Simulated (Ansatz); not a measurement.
Start from GaN in the wurtzite structure (space group P6_3mc, No. 186).

```
CELL_PARAMETERS angstrom
      3.21837     0.00000     0.00000
     -1.60918     2.78719     0.00000
      0.00000     0.00000     5.24320
ATOMIC_POSITIONS crystal
  Ga 0.33333 0.66667 0.00014
  Ga 0.66667 0.33333 0.50014
  N  0.33333 0.66667 0.37686
  N  0.66667 0.33333 0.87686
```

Computed with Ansatz (a quantum-chemistry and plane-wave program), PBE, PAW, cutoff 420 eV, no SOC.

Strains are applied to the cell and any free atomic positions relax.

One change was made to it. Results:

```
quantity                              base        after
-----------------------------  -----------  -----------
band gap                           1.71 eV      2.19 eV
gap character                  direct at Γ  direct at Γ
width of the top valence band      2.67 eV      2.92 eV
```

Q: What was done to the base?
(A) isotropic strain −0.60 %
(B) isotropic strain −2.40 %
(C) isotropic strain −3.00 %

A: B, isotropic strain −2.40 %. For comparison, the band gap in the other runs: isotropic strain −3.00 % gives 2.32 eV; isotropic strain −0.60 % gives 1.83 eV.

Stability against distortions was not tested.
